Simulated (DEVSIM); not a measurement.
Schottky contact on n-type GaN

Device: Schottky contact on n-type GaN, at 300 K.

```csv
layer (left to right),material,thickness (μm),Nd (cm⁻³),τn (s),τp (s)
1,GaN,10.0,1.7e17,3.3e-8,3.3e-8
```

Left contact: Schottky, work function 5.33 eV, emission velocity 6.6e6 cm/s. Right contact: ohmic. Voltage is applied to the left contact. Recombination: SRH at mid-gap, radiative. Mobility is μmin + (μ − μmin)/(1 + (N/Nref)^α).

Constants are typed, rounded textbook-type inputs, not results; the design itself was drawn at random and stands for no fabricated device. Values at 300 K.

```csv
parameter,GaN
gap (eV),3.43
affinity (eV),4.1
permittivity,9.5
Nc (cm⁻³),2.3e18
Nv (cm⁻³),4.6e19
μn (cm²/Vs),1200
μp (cm²/Vs),100
"μn,min",55
"μp,min",3
"Nref,n",2e17
"Nref,p",3e17
αn,1
αp,2
B (cm³/s),1e-11
```

Model (solved in DEVSIM): 1D drift-diffusion, Boltzmann statistics, complete ionisation; no tunnelling, impact ionisation, image-force lowering or self-heating. Metal contacts follow the ideal Schottky-Mott rule: no Fermi-level pinning, no interface dipoles.

The potential step across the device at zero bias is 1.163 V. The largest field in the device at zero bias is 270000 V/cm and the dark forward voltage at 1 A/cm² is 0.852 V. The dark forward voltage at 100 A/cm² is 0.979 V.

Dark forward current:

(V (V), J (A/cm²)): (0.05, 3.0e-14); (0.10, 2.4e-13); (0.15, 1.7e-12); (0.20, 1.2e-11); (0.25, 8.0e-11); (0.30, 5.6e-10); (0.35, 3.8e-9); (0.40, 2.6e-8); (0.45, 1.8e-7); (0.50, 1.3e-6); (0.55, 8.7e-6); (0.60, 6.0e-5); (0.65, 0.00042); (0.70, 0.0029); (0.75, 0.020); (0.80, 0.14); (0.85, 0.93); (0.90, 6.3); (0.95, 40); (1.00, 200); (1.05, 590); (1.10, 1200); (1.15, 1900); (1.20, 2600)

Small-signal capacitance in reverse bias (quasi-static):

| V (V) | C (nF/cm²) |
|---|---|
| -0.4 | 86.3 |
| -1 | 73.2 |
| -2 | 60.4 |
| -3 | 52.6 |
| -4 | 47.2 |
| -6 | 40.1 |
| -8 | 35.4 |
| -10 | 32.1 |
| -13 | 28.5 |
| -16 | 25.9 |
| -20 | 23.3 |
